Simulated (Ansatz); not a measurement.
## AlN: response to strain

Consider AlN in the zinc blende structure (space group F-43m, No. 216).

```
CELL_PARAMETERS angstrom
      0.00000     2.17113     2.17113
      2.17113     0.00000     2.17113
      2.17113     2.17113     0.00000
ATOMIC_POSITIONS crystal
  Al 0.00000 0.00000 0.00000
  N  0.25000 0.25000 0.25000
```

Cartesian axes are those of the cell as printed.

Strains are applied to the cell and any free atomic positions relax; under biaxial strain the out-of-plane vector relaxes too.

Calculations: Kohn–Sham DFT with the LDA functional, run in Ansatz (a program for electronic structure) with PAW and 420 eV plane waves, spin-orbit coupling left out.

Notes on the quantities. in-plane stress: mean in-plane stress (compression positive).

| case | band gap | in-plane stress | shortest interatomic distance |
|---|---|---|---|
| base | 3.25 eV | – | 1.880 Å |
| biaxial strain −2.50 %, plane normal [111], relaxed out of plane | 3.13 eV | +14.1 GPa | 1.850 Å |
| biaxial strain −1.67 %, plane normal [111], relaxed out of plane | 3.18 eV | +9.1 GPa | 1.860 Å |
| biaxial strain −0.83 %, plane normal [111], relaxed out of plane | 3.22 eV | +4.4 GPa | 1.870 Å |
| biaxial strain +0.42 %, plane normal [111], relaxed out of plane | 3.22 eV | -2.1 GPa | 1.881 Å |
| biaxial strain +0.83 %, plane normal [111], relaxed out of plane | 3.18 eV | -4.1 GPa | 1.882 Å |
| biaxial strain +1.25 %, plane normal [111], relaxed out of plane | 3.14 eV | [?] | 1.883 Å |
| biaxial strain +1.67 %, plane normal [111], relaxed out of plane | [?] | -8.1 GPa | 1.884 Å |
| biaxial strain +2.08 %, plane normal [111], relaxed out of plane | 3.07 eV | [?] | 1.885 Å |
| biaxial strain +2.50 %, plane normal [111], relaxed out of plane | 3.04 eV | -11.7 GPa | [?] |

Problem. Fill in the withheld entries from the trend.

Solution. 
- biaxial strain +1.25 %, plane normal [111], relaxed out of plane, in-plane stress: -6.1 GPa
- biaxial strain +1.67 %, plane normal [111], relaxed out of plane, band gap: 3.11 eV
- biaxial strain +2.08 %, plane normal [111], relaxed out of plane, in-plane stress: -9.9 GPa
- biaxial strain +2.50 %, plane normal [111], relaxed out of plane, shortest interatomic distance: 1.886 Å

Whether these cells are dynamically stable was not tested. This is not the structure that AlN has at room temperature and ambient pressure.
